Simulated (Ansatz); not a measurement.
## A computed series for CdTe: pressure series

Base system: CdTe in the zinc blende structure (space group F-43m, No. 216; a = 6.5581 Å).

Cell and atoms are relaxed at each pressure.

Level of theory: plane-wave PAW DFT at the r2SCAN level (Ansatz, an electronic-structure program, 500 eV), no spin-orbit coupling, earlier PAW set.

Candidates:
(a) pressure 2.1 GPa
(b) pressure 30 GPa
(c) pressure 4.5 GPa

For the base:

Width of the top valence band: 2.09 eV

Problem. Order them by width of the top valence band, highest first.

Solution. (b) pressure 30 GPa (3.91 eV), (c) pressure 4.5 GPa (2.49 eV), (a) pressure 2.1 GPa (2.29 eV)

With Te present, leaving out spin-orbit coupling can change the band edges. The levels and masses belong to the bands next to the band gap. Load acts through the strain it causes; cell and atoms are relaxed under it. Whether these cells are dynamically stable was not tested. Measured, CdTe leaves this structure (for cinnabar) near 3.53 GPa (temperature not stated; as listed in Datta, Sujoy, Jana, Debnarayan, arXiv (2020)), on rising pressure, with hysteresis.
